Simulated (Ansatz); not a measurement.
L1₂ (Cu3Au-type) Al3Sc: LDA at its full settings (plane-wave cutoff 520 eV, 14×14×14 k mesh, Fermi–Dirac smearing 0.05 eV, scalar-relativistic PAW data made under PBE) and at cheaper ones, in a cell of 4 atoms with Γ-centred meshes.

```
level and setting             equilibrium lattice constant a (Å)  bulk modulus B0 (GPa)
----------------------------  ----------------------------------  ---------------------
LDA (Ansatz)                                               4.032                   96.4
LDA (Γ point alone) (Ansatz)                               4.175                   77.1
LDA (4×4×4 k mesh) (Ansatz)                                4.033                   92.6
```

Largest shifts from the full settings: lattice constant a +3.55 % (LDA (Γ point alone)), against a difference of -1.73 % of the full result from the reference 4.103 Å (measured, room temperature, no zero-point or thermal correction; as tabulated in A Combined Experimental and First-Principles Based Assessment of …); bulk modulus -20 % (LDA (Γ point alone)), against a difference of +5.4 % of the full result from the reference 91.5 ± 1 GPa (measured, 298 K, no zero-point or thermal correction, polycrystal; as tabulated in A Combined Experimental and First-Principles Based Assessment of …).

Ansatz's density-functional and Hartree–Fock values are scalar-relativistic unless marked +SOC, with PAW data made under PBE.

Run with cheap settings on purpose, which may leave them unconverged: LDA (4×4×4 k mesh), LDA (Γ point alone).

Ansatz is a program for electronic structure.
